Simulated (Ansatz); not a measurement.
Start from AlAs in the wurtzite structure (space group P6_3mc, No. 186; a = 4.003 Å, c = 6.581 Å; a model cell, its experimental status unchecked).

One thing is altered: Ga replaces 25.0 % of the Al, ordered in a cell of 8 atoms (starting symmetry P3m1) and fully relaxed.

The other end (x = 1) is GaAs in the wurtzite structure (space group P6_3mc, No. 186; a model cell, its experimental status unchecked): 22.64 Å³/atom, gap 0.43 eV; this end may not be an ambient phase.

Levels (all Ansatz, a quantum-chemistry and plane-wave program, PAW): PBEsol (420 eV, no SOC); PBEsol+SOC (420 eV, with spin-orbit coupling).

The geometry is relaxed with PBEsol.

| Property | Result |
|---|---|
| PBEsol pressure | 0.00 GPa |
| PBEsol band gap | 1.07 eV |
| PBEsol valence-band top at Γ | 0.00, 0.00, -0.18 eV |
| PBEsol width of the top valence band | 2.13 eV |

### Question
How does going to PBEsol+SOC change the pressure, band gap, valence-band top at Γ and width of the top valence band?

### Answer
The pressure is nearly the same (0.00 GPa against -0.01 GPa); the band gap decreases by 0.104 eV, from 1.07 eV to 0.96 eV; the valence-band top at Γ (three highest Kramers pairs, from the VBM) becomes 0.00, -0.10, -0.40 eV (PBEsol: 0.00, 0.00, -0.18 eV); the width of the top valence band increases by 0.086 eV, from 2.13 eV to 2.21 eV.

Single points use the geometry relaxed with PBEsol. Differences between runs with and without spin-orbit coupling are approximate. These are small ordered cells, not random alloys; other orderings at the same x differ. Stability against distortions was not tested. This is not the structure that AlAs has at room temperature and ambient pressure. This is not the structure that GaAs has at room temperature and ambient pressure.
